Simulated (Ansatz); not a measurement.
Here is the system:

```
CELL_PARAMETERS angstrom
      0.00000     2.89115     2.89115
      2.89115     0.00000     2.89115
      2.89115     2.89115     0.00000
ATOMIC_POSITIONS crystal
  S  0.75000 0.75000 0.75000
  Cd 0.00000 0.00000 0.00000
```

A single point on CdS with a change (isotropic strain −0.73 %), its geometry relaxed with PBEsol.

Computed with plane-wave PAW DFT at the HSE06 level (Ansatz, a program for electronic structure, 420 eV), with spin-orbit coupling, earlier PAW set. Settings: 6×6×6 k-points, 0.01 eV Fermi–Dirac smearing.

Question: Predict the valence-band top at Γ and band gap.

Answer: The valence-band top at Γ (three highest Kramers pairs, from the VBM) is 0.00, 0.00, -0.06 eV and the band gap is 2.20 eV.

Single points use the geometry relaxed with PBEsol. Stability against distortions was not tested. The cell was made from CdS in the zinc blende structure (space group F-43m, No. 216) by this change: isotropic strain −0.73 %.
